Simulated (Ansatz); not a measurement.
The parent structure is Ru in the simple cubic structure (space group Pm-3m, No. 221; a = 2.5122 Å; a hypothetical phase, not in the database extracts checked; relaxed with 0.1 eV smearing). Axes: x, y, z lie along the cube axes.

Calculations: plane-wave PAW DFT at the PBE level (Ansatz, an electronic-structure program, 420 eV), spin-orbit coupling left out.

The change: an isotropic linear strain of +2.83 %, atoms relaxed at fixed cell.

### Question
Predict the stress tensor and what it implies for the stiffness.

### Answer
Stress of the strained cell less that of the base (GPa, compression positive):
```
  -15.0     0.0     0.0
    0.0   -15.0     0.0
    0.0     0.0   -15.0
```

Then B = −ΔP/(ΔV/V₀) with ΔV/V₀ = 0.0873 gives secant stiffness values (nonlinear terms included at this strain): B ≈ 172 GPa.

As a check, the harmonic strain energy −½ V₀ Δσ:ε is 63 meV/atom; the computed energy rise is 70 meV/atom.

No phonon test of stability was made. All final runs are without spin polarisation. Ru has a high density of states at the Fermi level and may be magnetic at this level.
